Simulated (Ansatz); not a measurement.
# What Hf → Ti does to hypothetical CdI2 type HfO2

Base system: HfO2 in the CdI2 type structure (space group P-3m1, No. 164; a = 3.227 Å, c = 4.556 Å; a hypothetical phase, not in the database extracts checked; layered, stacked along the Cartesian z axis).

Now apply this change: every Hf is replaced by Ti; the structure is relaxed again.

Calculations: r2SCAN+rVV10 (Ansatz, a quantum-chemistry and plane-wave program, PAW, no spin-orbit coupling). k-mesh 13×13×7 (Γ-centred); smearing 0.05 eV (Fermi–Dirac), for the changed cell.

The volume per atom decreases by 2.187 Å³, from 13.69 Å³ to 11.51 Å³ and the lattice parameter a shrinks by 25.83 pm, from 322.7 pm to 296.8 pm. The c/a ratio increases by 0.112 to 1.524 and the space group stays P-3m1 (No. 164). The band gap decreases by 2.01 eV, from 4.92 eV to 2.91 eV and the gap character becomes indirect, K–Γ (68 % along) → A (base: indirect, K–Γ (71 % along) → K). The smallest direct gap decreases by 2.35 eV, from 5.42 eV to 3.07 eV and the width of the top valence band grows by 0.514 eV (1.05 eV → 1.57 eV).

Spin-orbit coupling, missing from the scalar runs, can matter with Hf. Stability against distortions was not tested. As relaxed here, TiO2 is a hypothetical phase, not in the database extracts checked. All final runs are without spin polarisation.
